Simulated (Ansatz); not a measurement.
**Functionals side by side, with their cost (level): AgCl (Fm-3m, 2 atoms in the cell)**

```
CELL_PARAMETERS angstrom
      0.00000     2.82923     2.82923
      2.82923     0.00000     2.82923
      2.82923     2.82923     0.00000
ATOMIC_POSITIONS crystal
  Ag 0.00000 0.00000 0.00000
  Cl 0.50000 0.50000 0.50000
```

Program: Ansatz (an electronic-structure program), PAW files made with PBE; each row names its functional.

Base settings: basis.ecutwfc = 420 eV; kpoints.mp_grid.grid = 8 8 8; hamiltonian.xc = pbe0; hamiltonian.pseudopotentials = {kind: paw} (the program's default PAW files); scf.occupations.method = fixed.

Differences are taken from PBE0, a reference of convenience: it is no measurement, and no ranking of the functionals follows.

Core times come from one kind of shared machine and are given to one figure; runs under 30 s give none.

The starting cell comes from a database of computed structures (which also holds hypothetical and non-ambient phases and stackings), without a prior relaxation at this level. Its lattice was rescaled by a random factor within 2.5 % of one. Ansatz's pressure includes its estimate of the finite-basis (Pulay) stress.

```csv
level,gap on the mesh less reference (eV),pressure less reference (GPa),core time / reference (rough)
PBE,-2.194,0.31,–
HSE06,-0.692,0.15,0.8
PBE0,0.000,0.00,1
```

Keys are those of Ansatz 0.2.
